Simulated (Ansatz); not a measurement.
The parent structure is BN in the h-BN type structure (space group P6_3/mmc, No. 194; a = 2.4998 Å, c = 6.4129 Å; layered, stacked along the Cartesian z axis).

All numbers come from plane-wave PAW DFT at the PBEsol-D3(BJ) level (Ansatz, a first-principles code, 420 eV), scalar-relativistic without spin-orbit coupling, earlier PAW set.

Before the change:

Smallest direct gap: 4.49 eV

Now apply this change: hydrostatic tension (pressure −1 GPa).

Q: Estimate the effect on the mean gap deformation potential ΔEg/Δln V and smallest direct gap.

A: The mean gap deformation potential ΔEg/Δln V comes out as +1.9 eV; the smallest direct gap rises by 0.10 eV to 4.59 eV.

Load acts through the strain it causes; cell and atoms are relaxed under it. No phonon test of stability was made.
